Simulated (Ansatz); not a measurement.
Density of states of AlAs (F-43m) above the conduction band minimum, PBEsol, rigid bands (Ansatz, a quantum-chemistry and plane-wave program); cell volume 45.7 Å³.

(energy from edge (eV), 10⁻³ states/eV/cell): (0.006, 14.3); (0.031, 36.1); (0.056, 49.4); (0.081, 61.9); (0.106, 72.5); (0.131, 82.3); (0.156, 91.9); (0.181, 102); (0.206, 113); (0.231, 121); (0.256, 134); (0.281, 143); (0.319, 160); (0.344, 171); (0.369, 182); (0.394, 193); (0.419, 205); (0.444, 218); (0.469, 229); (0.494, 243); (0.519, 254); (0.544, 266); (0.569, 281); (0.594, 294)

Question: What effective density of states at 300 K does this give (∫ g(E) exp(−E/k_BT) dE, both spins, divided by the cell's size)?

Answer: 1.6e19 cm⁻³, a density-of-states mass of 0.75 mₑ, valleys and band degeneracy included.

Spin-orbit coupling is left out. Geometry: cell and atoms relaxed with PBEsol.
